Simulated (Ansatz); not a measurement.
GaAs (model structure, started from the NiAs type, P6₃/mmc, No. 194, 4 atoms in the cell) was calculated with LDA (Ansatz, a first-principles code, PAW).

Numerical settings: plane-wave cutoff 520 eV, 18×18×10 k mesh (along the axes of the cell as run), Fermi–Dirac smearing 0.05 eV, scalar-relativistic PAW data made under PBE.

Cell (relaxed at this level):

```cif
data_As2Ga2
_chemical_formula_sum 'Ga2 As2'
_space_group_name_H-M_alt 'P 1'
_space_group_IT_number 1
_cell_length_a 3.66660
_cell_length_b 3.66660
_cell_length_c 6.29888
_cell_angle_alpha 90.000
_cell_angle_beta 90.000
_cell_angle_gamma 120.000
loop_
_space_group_symop_operation_xyz
  'x, y, z'
loop_
_atom_site_label
_atom_site_type_symbol
_atom_site_fract_x
_atom_site_fract_y
_atom_site_fract_z
_atom_site_occupancy
Ga1 Ga 0.00000 0.00000 0.00000 1
Ga2 Ga 0.00000 0.00000 0.50000 1
As1 As 0.33333 0.66667 0.25000 1
As2 As 0.66667 0.33333 0.75000 1
```

Task: Estimate the bulk modulus B0 that the calculation returns.

Result: 
* **bulk modulus B0**: 84.2 GPa

The run finds no gap.

Note: the bulk modulus is −V dP/dV from two relaxed cells at ±2 % in volume; the relaxation could raise the start's symmetry but not lower it, so the cell can be a saddle point.

The computed numbers hold no vibrational or temperature effects.

A model structure was made by putting elements into a prototype or built by hand; it is no filed structure, need not be a known phase, and can be a saddle point held by its symmetry.
